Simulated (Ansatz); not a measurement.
We look at the formation energy of ScAl3 (Cu3Au type, Pm-3m) from the elements. Reaction: Sc (hcp) + 3 Al (fcc) → ScAl3 (Cu3Au type). A negative value means that the right-hand side lies lower. The value is per atom of the solid.

ScAl3 (Cu3Au type, Pm-3m), 4 atoms in the cell, k-point mesh 12×12×12 on the run's own vectors.
```
Al3Sc
1.0
    4.10691     0.00000     0.00000
    0.00000     4.10691     0.00000
    0.00000     0.00000     4.10691
Sc Al
1 3
Direct
  0.00000   0.00000   0.00000
  0.50000   0.00000   0.50000
  0.00000   0.50000   0.50000
  0.50000   0.50000   0.00000
```

Sc (hcp, P6₃/mmc), 2 atoms in the cell, k-point mesh 24×24×12 on the run's own vectors. Conventional cell: a = 3.3178 Å, b = 3.3178 Å, c = 5.1848 Å, α = 90.00°, β = 90.00°, γ = 120.00°.

Al (fcc, Fm-3m), 1 atom in the cell, k-point mesh 26×26×26 on the run's own vectors. Conventional cell: a = b = c = 4.041 Å, α = β = γ = 90.00°.

Computed with Ansatz (plane waves, PAW), its PAW set soft_1, cutoff 420 eV, 500 eV for r2SCAN. The structures are at rest with PBE; other levels are single points on them. Neutral cells; Fermi-Dirac smearing of at most 0.10 eV in the solids, energies taken to zero width. The lattices are those relaxed with PBE, so at other levels the solids can be strained, which adds to the spread. A dispersion term (D3(BJ), or D4 for r2SCAN) was computed beside these levels and is taken off wherever the name lacks it. Static lattices, no vibrational contributions.

**Question.** Predict the value from r2SCAN.

**Answer.** -0.49 eV/atom, for Sc (hcp) + 3 Al (fcc) → ScAl3 (Cu3Au type).

**Question.** What do the other levels give, and how wide is the spread?

**Answer.** 
| Functional | value (eV/atom) | less r2SCAN |
|---|---|---|
| PBE | -0.45 | 0.04 |

The levels span 0.04 eV/atom, from r2SCAN (-0.49) to PBE (-0.45).

Ansatz is a first-principles code.
